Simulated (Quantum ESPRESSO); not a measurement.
# Short convergence ladders for Ta2H (P2, 3 atoms in the cell)

```
Ta2H
1.0
    2.94449     0.00000     0.00000
    0.00000     4.78236     0.00000
   -0.91373     0.00000     2.79913
Ta H
2 1
Direct
  0.00000   0.72497   0.50000
  0.50000   0.26457   0.00000
  0.00000   0.00000   0.00000
```

Base method: LDA (PZ), GBRV 1.5 ultrasoft (LDA) pseudopotentials (plane waves; Quantum ESPRESSO 7.5).

Base settings: ecutwfc = 40 Ry; ecutrho = 320 Ry; occupations = smearing; smearing = fermi-dirac; degauss = 0.0073499 Ry; potentials = {Ta: ta_lda_v1.uspp.F.UPF, H: h_lda_v1.4.uspp.F.UPF}; K_POINTS = automatic 5 3 5 0 0 0; conv_thr = 1e-09 Ry.

The count of work is k-points × plane waves × bands × iterations; it is no time. Core times come from one kind of shared machine, to one figure; runs under 30 s give none.

**The k-point mesh**

The second cell is the first with its lattice scaled by 0.98.

Only quantities that move along the ladder and can be compared are tabulated.

```csv
K_POINTS,free energy less the last step's (meV/atom),energy of the compressed cell less the first (meV/atom),pressure (GPa),largest difference of a force vector from the last step's (eV/Å),count of work / last
automatic 2 1 2 0 0 0,-543.29,-49.42,-18.21,0.484,0.0079
automatic 3 2 3 0 0 0,-70.26,-25.33,-13.17,0.129,0.022
automatic 4 3 4 0 0 0,37.61,-24.43,-12.87,0.134,0.035
automatic 5 3 5 0 0 0,25.27,-22.39,-12.32,0.092,0.046
automatic 6 4 6 0 0 0,1.61,-23.15,-12.59,0.018,0.11
automatic 15 9 15 0 0 0,0.00,-24.02,-12.78,0.000,1.0
```

State of the energy of the compressed cell less the first at the end of the ladder: still drifting one way, by 1.6 meV/atom over the last two steps, so the last step is no safe reference.

Coarsest K_POINTS that holds the pressure within 1 GPa of the last step, with all finer ones: automatic 3 2 3 0 0 0, at 0.022 of the last step's count of work; the step before is off by 5.4 GPa.

Coarsest K_POINTS that holds the forces within 0.02 eV/Å: not settled: the last two steps still differ by 0.018 eV/Å, over half the tolerance, so the ladder does not show it.

**The k-point mesh at a smearing width of 0.3 eV**

In this ladder: degauss = 0.02205 Ry.

Only quantities that move along the ladder and can be compared are tabulated.

```csv
K_POINTS,free energy less the last step's (meV/atom),pressure (GPa),count of work / last,core time / last (rough)
automatic 4 3 4 0 0 0,33.84,-11.53,0.018,–
automatic 6 4 6 0 0 0,-3.44,-11.95,0.055,–
automatic 9 5 9 0 0 0,0.54,-11.88,0.11,0.2
automatic 13 8 13 0 0 0,0.12,-11.92,0.39,0.5
automatic 19 11 19 0 0 0,0.00,-11.93,1.0,1
```

Coarsest K_POINTS that holds the pressure within 0.05 GPa of the last step, with all finer ones: automatic 13 8 13 0 0 0, at 0.39 of the last step's count of work; the step before is off by 0.06 GPa.

Coarsest K_POINTS that holds the free energy within 0.5 meV/atom of the last step, with all finer ones: automatic 13 8 13 0 0 0, at 0.39 of the last step's count of work; the step before is off by 0.54 meV/atom.

**The mesh under tetrahedron occupations**

In this ladder: occupations = tetrahedra_opt; smearing = default; degauss = default.

Only quantities that move along the ladder and can be compared are tabulated.

| K_POINTS | free energy less the last step's (meV/atom) | pressure (GPa) | largest difference of a force vector from the last step's (eV/Å) | count of work / last | core time / last (rough) |
|---|---|---|---|---|---|
| automatic 5 3 5 0 0 0 | 49.96 | -11.82 | 0.070 | 0.015 | – |
| automatic 6 4 6 0 0 0 | 27.25 | -12.15 | 0.030 | 0.035 | – |
| automatic 8 5 8 0 0 0 | 11.49 | -12.59 | 0.003 | 0.060 | – |
| automatic 11 7 11 0 0 0 | 4.43 | -12.76 | 0.013 | 0.14 | 0.2 |
| automatic 18 11 18 0 0 0 | 0.56 | -12.84 | 0.001 | 0.58 | 0.6 |
| automatic 22 13 22 0 0 0 | 0.00 | -12.86 | 0.000 | 1.0 | 1 |

Coarsest K_POINTS that holds the forces within 0.005 eV/Å of the last step, with all finer ones: automatic 18 11 18 0 0 0; the step before is off by 0.013 eV/Å.

Coarsest K_POINTS that holds the free energy within 2 meV/atom of the last step, with all finer ones: automatic 18 11 18 0 0 0; the step before is off by 4.4 meV/atom.

Coarsest K_POINTS that holds the pressure within 0.05 GPa of the last step, with all finer ones: automatic 18 11 18 0 0 0; the step before is off by 0.10 GPa.

On the base run: the starting cell comes from a database of computed structures (which also holds hypothetical and non-ambient phases and stackings), without a prior relaxation at this level. Its lattice was rescaled by up to half a per cent. One atom was moved a little off its site on purpose. Spin polarisation is off. In the base run, with a pressure of about -12 GPa the cell is away from its equilibrium volume at this level. Without a gap this mesh is coarse (it stands for a supercell whose shortest vector is 14 Å).
